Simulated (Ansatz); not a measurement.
Consider TiN in the rock salt structure (space group Fm-3m, No. 225; a = 4.2325 Å).

The values are results of DFT with r2SCAN, PAW potentials and a 500 eV plane-wave cutoff in Ansatz (a first-principles code), no spin-orbit coupling, not measurements.

Base values:

The pressure is 0.0 GPa.

The change: an isotropic linear strain of −4.45 %; the atoms relax in the strained cell.

Question: Predict the new pressure.

Answer: The pressure goes from zero to 53.7 GPa.

Question: How does this affect the energy relative to the base?

Answer: The energy increases by 180 meV/atom.

Whether these cells are dynamically stable was not tested. All final runs are without spin polarisation. An odd electron count without spin: TiN.
